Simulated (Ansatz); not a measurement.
Take TaTlO3 in the cubic perovskite structure (space group Pm-3m, No. 221; a cell from a computed database, its experimental status unchecked) as the base.

```xyz
5
Lattice="4.0336 0.0000 0.0000 0.0000 4.0336 0.0000 0.0000 0.0000 4.0336" Properties=species:S:1:pos:R:3 pbc="T T T"
Ta     2.0168     2.0168     2.0168
Tl     0.0000     0.0000     0.0000
O      2.0168     2.0168     0.0000
O      0.0000     2.0168     2.0168
O      2.0168     0.0000     2.0168
```

Levels (all Ansatz, a quantum-chemistry and plane-wave program, PAW): PBEsol (420 eV, scalar-relativistic without spin-orbit coupling); r2SCAN (500 eV, no SOC); HSE06 (420 eV, spin-orbit coupling left out).

At the geometry relaxed with PBEsol, these levels gave the following band gaps, in shuffled order: (a) 1.45 eV, (b) 0.92 eV, (c) 0.61 eV.

Task: Match each gap to its level.

Result: (a) HSE06; (b) r2SCAN; (c) PBEsol.

Single points use the geometry relaxed with PBEsol. HSE06 was sampled on its mesh, a few special points and the semilocal edge points, so its gap is an upper bound. With Ta and Tl present, leaving out spin-orbit coupling can change the band edges. Stability against distortions was not tested. Many cubic perovskites are stable only at high temperature; tilts and polar distortions were not tested.
